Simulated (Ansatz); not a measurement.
Equilibrium lattice constant a of WSi2 (model structure, started from the Al2Cu type, I4/mcm, No. 140, 6 atoms in the cell) at several levels of theory

No measured value is used here.

| level (code) | value (Å) |
|---|---|
| PBE (Ansatz) | 6.004 |
| PBEsol (Ansatz) | … |
| PBE-D3(BJ) (Ansatz) | 5.946 |

### Question
What belongs in the gaps?

### Answer

- PBEsol (Ansatz, a first-principles code), value (Å): 5.962

Density-functional levels without +SOC have no spin–orbit coupling. Ansatz's density-functional and Hartree–Fock values are scalar-relativistic unless marked +SOC, with PAW data made under PBE.

A model structure was made by putting elements into a prototype or built by hand; it is no filed structure, need not be a known phase, and can be a saddle point held by its symmetry.
